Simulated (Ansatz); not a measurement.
# Effect of P → B on GaP

The parent structure is GaP in the zinc blende structure (space group F-43m, No. 216; a = 5.506 Å).

One thing is altered: every P is replaced by B; the structure is relaxed again.

Level of theory: PBE, PAW, 420 eV (Ansatz, an electronic-structure program; scalar-relativistic without spin-orbit coupling), earlier PAW set. k-mesh 16×16×16 (Γ-centred); smearing 0.05 eV (Fermi–Dirac), for the changed cell.

```json
{
  "space_group": "F-43m (No. 216) (base F-43m (No. 216))",
  "shortest_interatomic_distance": "4.044 bohr (base 4.506 bohr)",
  "band_gap": "zero (base 1.58 eV)"
}
```

Final structure:

```
GaB
1.0
    0.00000     2.47088     2.47088
    2.47088     0.00000     2.47088
    2.47088     2.47088     0.00000
B Ga
1 1
Direct
  0.75000   0.75000   0.75000
  0.00000   0.00000   0.00000
```

Whether these cells are dynamically stable was not tested. As relaxed here, GaB is a hypothetical phase, not in the database extracts checked. The real GaP has an indirect gap at ambient pressure; PBE orders its close-lying valleys differently. All final runs are without spin polarisation.
